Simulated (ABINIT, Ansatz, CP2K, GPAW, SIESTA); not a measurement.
## GaP (F-43m, 2 atoms in the cell) computed with different codes at matched settings

Band-structure calculation.

```yaml
crystal:
  lattice:
    - [0.00000, 2.72500, 2.72500]
    - [2.72500, 0.00000, 2.72500]
    - [2.72500, 2.72500, 0.00000]
  atoms:
    - { symbol: Ga, position: [0.00000, 0.00000, 0.00000] }
    - { symbol: P, position: [0.25000, 0.25000, 0.25000] }
```

Shared settings, as Ansatz (a quantum-chemistry and plane-wave program) writes them: kpoints.mp_grid.grid = 5 5 5; scf.occupations.method = fermi_dirac; scf.occupations.width = 0.01 eV. Potentials and cutoffs stand in the table.

```json
[
 {"code": "GPAW", "model": "PBE, GPAW PAW datasets PBE (gpaw-data 1.0.1)", "gap along the path (eV)": "1.62", "smallest direct gap (eV)": "1.89", "cutoff": "550 eV"},
 {"code": "Ansatz", "model": "PBE, default PAW files", "gap along the path (eV)": "1.58", "smallest direct gap (eV)": "1.83", "cutoff": "420 eV"},
 {"code": "SIESTA", "model": "GGA PBE, numerical atomic orbitals TZP, PseudoDojo PBE standard norm-conserving potentials (rewritten from UPF to PSML)", "gap along the path (eV)": "1.56", "smallest direct gap (eV)": "1.89", "cutoff": "grid 350 Ry"},
 {"code": "CP2K", "model": "PBE, GPW, DZVP-MOLOPT-SR-GTH basis, GTH-PBE potentials (GTH_POTENTIALS)", "gap along the path (eV)": "1.62", "smallest direct gap (eV)": "1.77", "cutoff": "grid 600 Ry"},
 {"code": "ABINIT", "model": "PBE, norm-conserving pseudopotentials (PseudoDojo nc-sr-05 PBE standard)", "gap along the path (eV)": "1.59", "smallest direct gap (eV)": "1.82", "cutoff": "40 Ha"}
]
```

The spread over the programs that give each value: gap along the path within 0.06 eV; smallest direct gap within 0.12 eV.

SIESTA and CP2K use small atom-centred bases, whose incompleteness enters pressures, forces and empty levels differently from a plane-wave cutoff.

The starting cell has typed, rounded lattice constants, without a prior relaxation at this level.

Left out of this page: Quantum ESPRESSO, Elk and FLEUR (not drawn, or without a comparable value).

Keys are those of Ansatz 0.2.
